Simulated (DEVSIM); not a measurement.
Structure: CdS/CdTe n-p heterojunction, at 300 K.

| layer (left to right) | material | thickness (μm) | Nd (cm⁻³) | Na (cm⁻³) | τn (s) | τp (s) |
|---|---|---|---|---|---|---|
| 1 | CdS | 7.00 | 5.5e16 | - | 2e-8 | 2e-8 |
| 2 | CdTe | 2.00 | - | 6.7e17 | 2e-8 | 2e-8 |

Left contact: ohmic. Right contact: ohmic. Voltage is applied to the left contact. Recombination: SRH at mid-gap. Mobility is constant in doping.

The device is made up for the run: typed textbook-type constants, with dimensions and the other settings drawn at random. Values at 300 K.

| parameter | CdS | CdTe |
|---|---|---|
| gap (eV) | 2.4 | 1.5 |
| affinity (eV) | 4.3 | 4.28 |
| permittivity | 9 | 10.2 |
| Nc (cm⁻³) | 2.2e18 | 8e17 |
| Nv (cm⁻³) | 1.8e19 | 1.8e19 |
| μn (cm²/Vs) | 300 | 1000 |
| μp (cm²/Vs) | 25 | 80 |

DEVSIM, 1D drift-diffusion, Boltzmann statistics, complete ionisation; no tunnelling, impact ionisation, image-force lowering or self-heating. Band offsets follow the typed affinities; no thermionic-emission limit at abrupt steps, no polarisation charge.

Task: Tabulate band edges, carrier densities and field at -1.1 V on the left contact.

Result: Energies count from the Fermi level of the right contact; mesh points crowd at the junctions.

```csv
x (μm),Ec (eV),Ev (eV),n (cm⁻³),p (cm⁻³),field (V/cm)
0.000,1.195,-1.205,5.5e16,< 1e2,≈ 0
0.009066,1.195,-1.205,5.5e16,< 1e2,≈ 0
0.03363,1.195,-1.205,5.5e16,< 1e2,≈ 0
0.1061,1.195,-1.205,5.5e16,< 1e2,≈ 0
0.4388,1.195,-1.205,5.5e16,< 1e2,≈ 0
1.224,1.195,-1.205,5.5e16,< 1e2,≈ 0
3.500,1.195,-1.205,5.5e16,< 1e2,≈ 0
6.128,1.195,-1.205,5.5e16,< 1e2,≈ 0
6.701,1.195,-1.205,5.5e16,< 1e2,≈ 0
6.895,1.196,-1.204,5.4e16,< 1e2,350
6.967,1.238,-1.162,1.0e16,< 1e2,22000
6.995,1.342,-1.058,1.9e14,< 1e2,52000
7.002,1.396,-0.104,8.6e12,3.2e17,37000
7.014,1.413,-0.087,4.3e12,6.3e17,3100
7.072,1.415,-0.085,4.0e12,6.7e17,≈ 0
7.215,1.415,-0.085,3.7e12,6.7e17,≈ 0
7.602,1.415,-0.085,2.8e12,6.7e17,≈ 0
8.412,1.415,-0.085,1.2e12,6.7e17,≈ 0
8.856,1.415,-0.085,2.9e11,6.7e17,≈ 0
8.951,1.415,-0.085,9.9e10,6.7e17,≈ 0
8.986,1.415,-0.085,2.8e10,6.7e17,≈ 0
9.000,1.415,-0.085,< 1e2,6.7e17,≈ 0
```
